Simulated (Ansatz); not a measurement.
Zr (P6_3/mmc), PBE, DFPT electron-phonon coupling, linearised Boltzmann equation run with Ansatz (a first-principles code): Condition of this run: functional PBE, cell relaxed with it. phonon-limited resistivity 41.8 μΩ·cm at 300 K along z (a = (3.23, 0.00, 0.00) Å; b = (-1.62, 2.80, 0.00) Å; c = (0.00, 0.00, 5.17) Å), 56.3 μΩ·cm at 400 K, current-weighted mean free path 3.2 nm, Drude plasma energy 4.25 eV.

Problem. What is the classical skin depth at 100 GHz (nonmagnetic, μ₀ = 1.257×10⁻⁶ H/m)?

Solution. δ = √(ρ/(π f μ₀)) = 1030 nm.

Problem. Estimate the electronic thermal conductivity at 300 K by the Wiedemann-Franz law (L₀ = 2.44×10⁻⁸ W·Ω/K²).

Solution. L₀T/ρ = 2.44×10⁻⁸ × 300/(41.8×10⁻⁸) = 17.5 W/(m·K). Inelastic scattering puts the true Lorenz number somewhat under L₀ near and below the Debye temperature.

Problem. What temperature coefficient of resistance follows, and how does it compare with 1/T?

Solution. (ρ₄₀₀ − ρ₃₀₀)/(100 K × ρ₃₀₀) = 3.47×10⁻³ K⁻¹, against 1/T = 3.33×10⁻³ K⁻¹ for a resistivity proportional to T. It lies higher because phonons are still being populated at 300 K; impurities would add a constant and lower it.

A metal at this level (no band gap). Only scattering by harmonic phonons is included (no impurities, grain boundaries, electron-electron scattering or thermal expansion). Spin-orbit coupling is left out. Halving the electron mesh (32x32x16) moves the resistivity by up to 4 % at 300 K, the mean free path by up to 5 %. Smearing 0.20 eV; phonons on a 5x5x3 q mesh, which this run doesn't test.
